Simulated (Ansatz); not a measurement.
Consider the energy of the reaction as written. Reaction: 4 cell B + 2 O2 (gas) → cell A. The sign is products less reactants.

Cell A: a sheet of composition Sn8O12 built on SnO (P4/nmm) (001), with 16 atoms on that crystal's sites, 20 atoms, square cell of 7.67 Å (58.9 Å²), symmetry P4mm within 0.02 Å, 4.1 Å thick under 16 Å of vacuum, in-plane vectors held at the crystal's; planes from bottom to top: Sn4 | O8 | Sn4 | O4, its two faces unlike (dipole correction applied); spin state with PBE: run without spin, k-point mesh 4×4×1.
```yaml
crystal:
  lattice:
    - [7.67168, 0.00000, 0.00000]
    - [0.00000, 7.67168, 0.00000]
    - [0.00000, 0.00000, 20.17701]
  atoms:
    - { symbol: O, position: [0.00000, 0.00000, 0.45451] }
    - { symbol: O, position: [0.25000, 0.25000, 0.45451] }
    - { symbol: Sn, position: [0.00000, 0.25000, 0.51087] }
    - { symbol: Sn, position: [0.25000, 0.00000, 0.39654] }
    - { symbol: O, position: [0.00000, 0.50000, 0.45451] }
    - { symbol: O, position: [0.25000, 0.75000, 0.45451] }
    - { symbol: Sn, position: [0.00000, 0.75000, 0.51087] }
    - { symbol: Sn, position: [0.25000, 0.50000, 0.39654] }
    - { symbol: O, position: [0.50000, 0.00000, 0.45451] }
    - { symbol: O, position: [0.75000, 0.25000, 0.45451] }
    - { symbol: Sn, position: [0.50000, 0.25000, 0.51087] }
    - { symbol: Sn, position: [0.75000, 0.00000, 0.39654] }
    - { symbol: O, position: [0.50000, 0.50000, 0.45451] }
    - { symbol: O, position: [0.75000, 0.75000, 0.45451] }
    - { symbol: Sn, position: [0.50000, 0.75000, 0.51087] }
    - { symbol: Sn, position: [0.75000, 0.50000, 0.39654] }
    - { symbol: O, position: [0.00000, 0.25000, 0.60154] }
    - { symbol: O, position: [0.00000, 0.75000, 0.60154] }
    - { symbol: O, position: [0.50000, 0.25000, 0.60154] }
    - { symbol: O, position: [0.50000, 0.75000, 0.60154] }
```

Cell B: a layer of SnO (P4/nmm), 4 atoms, square cell of 3.84 Å (14.7 Å²), symmetry P4/nmm within 0.02 Å, 2.4 Å thick under 16 Å of vacuum, in-plane vectors held at the crystal's; planes from bottom to top: Sn | O2 | Sn; all atoms within 0.5 Å of the crystal's sites, in a cell too small to show a reconstruction; spin state with PBE: run without spin, k-point mesh 8×8×1.
```xyz
4
Lattice="3.8358 0.0000 0.0000 0.0000 3.8358 0.0000 0.0000 0.0000 18.3052" Properties=species:S:1:pos:R:3 pbc="T T T"
O      0.0000     0.0000     9.1526
O      1.9179     1.9179     9.1526
Sn     0.0000     1.9179    10.3287
Sn     1.9179     0.0000     7.9765
```

Reference: an isolated O2 molecule (triplet) in a box of 11 × 11 × 13 Å.

Plane-wave PAW calculations with Ansatz (a first-principles code), its PAW set soft_1, cutoff 420 eV, 500 eV for r2SCAN. The structures are at rest with PBE+D3(BJ), within the held lattices; other levels are single points on them. HSE06 runs on coarser k-point meshes, mended by the PBE difference between the two meshes. Neutral cells; Fermi-Dirac smearing of at most 0.05 eV in the solids, energies taken to zero width. The lattices are those relaxed with PBE+D3(BJ) or held as stated, so at other levels the solids can be strained, which adds to the spread. Larger cells are relaxed from a start prepared with the learned potential CHGNet till forces fall under 0.03 eV/Å, which some starts already meet. A dispersion term (D3(BJ), or D4 for r2SCAN) was computed beside these levels and is taken off wherever the name lacks it. Space groups of crystals are read within 0.01 Å. Nuclei at rest; no vibrational terms. No structure search was made; lower ones may exist. The runs are scalar-relativistic, without spin-orbit coupling. Cell A has symmetry P4mm within 0.02 Å and got no random move, so less symmetric positions, which may lie lower, weren't tried.

Task: What is the computed value (PBE)?

Result: 1.51 eV, for 4 cell B + 2 O2 (gas) → cell A.

Task: List the value at the remaining levels and say how far they part.

Result: 
```json
[
 {"Functional": "PBE+D3(BJ)", "value (eV)": "1.18", "less PBE": "-0.33"},
 {"Functional": "r2SCAN", "value (eV)": "1.60", "less PBE": "0.09"},
 {"Functional": "r2SCAN+D4", "value (eV)": "1.41", "less PBE": "-0.10"},
 {"Functional": "HSE06", "value (eV)": "2.45", "less PBE": "0.94"}
]
```

The levels shown span 1.27 eV, from PBE+D3(BJ) (1.18) to HSE06 (2.45).
